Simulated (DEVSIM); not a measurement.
Device: illuminated Si n-on-p cell, one wavelength, with a back-surface field, at 300 K.

| layer (left to right) | material | thickness (μm) | Nd (cm⁻³) | Na (cm⁻³) | τn (s) | τp (s) | absorption coefficient (cm⁻¹) |
|---|---|---|---|---|---|---|---|
| 1 | Si | 0.270 | 1.8e18 | - | 5e-7 | 2.7e-6 | 7800 |
| 2 | Si | 27.0 | - | 6.9e15 | 1.6e-5 | 1.6e-5 | 7800 |
| 3 | Si | 1.10 | - | 5.2e18 | 1.6e-5 | 1.6e-5 | 7800 |

Left contact: ohmic, minority hole recombination velocity 10000 cm/s. Right contact: ohmic, minority electron recombination velocity 3000 cm/s. Voltage is applied to the left contact. Recombination: SRH at mid-gap, radiative, Auger. Light enters at the left, 1.7e18 photons cm⁻² s⁻¹, one pass, no reflection. Mobility is constant in doping.

This is a model device: material constants are rounded textbook-type values typed into the input, and sizes, dopings and lifetimes were drawn at random. Values at 300 K.

```
parameter           Si
-------------  -------
gap (eV)         1.124
affinity (eV)     4.05
permittivity      11.7
Nc (cm⁻³)      2.86e19
Nv (cm⁻³)       3.1e19
μn (cm²/Vs)       1417
μp (cm²/Vs)        470
B (cm³/s)      4.7e-15
Cn (cm⁶/s)     2.8e-31
Cp (cm⁶/s)     9.9e-32
```

Simulated with DEVSIM: 1D drift-diffusion, Boltzmann statistics, complete ionisation; no tunnelling, impact ionisation, image-force lowering or self-heating.

Tabulate band edges, carrier densities and field at -0.9 V on the left contact, in the dark.

Energies count from the Fermi level of the right contact; mesh points crowd at the junctions.

```csv
x (μm),Ec (eV),Ev (eV),n (cm⁻³),p (cm⁻³),field (V/cm)
0.000,0.972,-0.152,1.8e18,5.7e16,-2200
0.03841,0.971,-0.153,1.9e18,5.5e16,≈ 0
0.1269,0.971,-0.153,1.9e18,5.6e16,≈ 0
0.2231,0.971,-0.153,1.9e18,5.6e16,≈ 0
0.2754,1.007,-0.117,4.5e17,2.3e17,17000
0.3276,1.016,-0.108,3.2e17,3.3e17,≈ 0
0.4721,1.016,-0.108,3.2e17,3.3e17,≈ 0
1.150,1.016,-0.108,3.2e17,3.3e17,≈ 0
2.749,1.016,-0.108,3.3e17,3.3e17,≈ 0
7.178,1.015,-0.109,3.3e17,3.4e17,≈ 0
17.53,1.013,-0.111,3.6e17,3.7e17,≈ 0
24.85,1.011,-0.113,3.8e17,3.8e17,≈ 0
26.41,1.011,-0.113,3.8e17,3.9e17,≈ 0
26.98,1.011,-0.113,3.8e17,3.9e17,≈ 0
27.21,1.011,-0.113,3.8e17,3.9e17,≈ 0
27.26,1.023,-0.101,2.4e17,6.3e17,27000
27.30,1.078,-0.046,2.8e16,5.2e18,≈ 0
27.39,1.078,-0.046,2.8e16,5.2e18,≈ 0
27.77,1.078,-0.046,2.8e16,5.2e18,≈ 0
28.15,1.078,-0.046,2.8e16,5.2e18,≈ 0
28.30,1.078,-0.046,2.8e16,5.2e18,≈ 0
28.37,1.078,-0.046,2.8e16,5.2e18,-750
```
